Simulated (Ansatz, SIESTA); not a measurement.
Ti2C (R-3m, 3 atoms in the cell) computed with different codes at matched settings

Self-consistent single point, at a second geometry (lattice scaled by 0.98). First geometry:

```xyz
3
Lattice="1.5210 0.8781 4.7522 -1.5210 0.8781 4.7522 0.0000 -1.7563 4.7522" Properties=species:S:1:pos:R:3 pbc="T T T"
Ti     0.0000     0.0000     3.4999
Ti     0.0000     0.0000    10.7565
C      0.0000     0.0000     7.1282
```

Shared settings, as Ansatz (an electronic-structure program) writes them: kpoints.mp_grid.grid = 13 13 13; scf.occupations.method = fermi_dirac; scf.occupations.width = 0.136 eV. Potentials and cutoffs stand in the table.

```
code                                                                                                                            model  ΔF from the first geometry (meV/atom)  pressure (GPa)  largest force (eV/Å)       cutoff
------  -----------------------------------------------------------------------------------------------------------------------------  -------------------------------------  --------------  --------------------  -----------
SIESTA  GGA PBEsol, numerical atomic orbitals TZP, PseudoDojo PBEsol standard norm-conserving potentials (rewritten from UPF to PSML)                                   34.9           14.98                 1.061  grid 300 Ry
Ansatz                                                                                                PBEsol, PAW files made with PBE                                   45.4           17.01                 1.029       420 eV
```

On Ansatz's run: spin polarisation is off.

The spread over the programs that give each value: ΔF from the first geometry within 10.5 meV/atom; pressure within 2.03 GPa; largest force within 0.032 eV/Å.

SIESTA uses small atom-centred bases, whose incompleteness enters pressures, forces and empty levels differently from a plane-wave cutoff. Ansatz's pressure is given at a fixed set of plane waves, as the other plane-wave codes print theirs; with its correction for the finite basis it is 17.14 GPa.

The starting cell comes from a database of computed structures (which also holds hypothetical and non-ambient phases and stackings), without a prior relaxation at this level. Its lattice was rescaled by a random factor within 2.5 % of one. For this run, on top of that: lattice scaled by 0.98.

Keys are those of Ansatz 0.2.
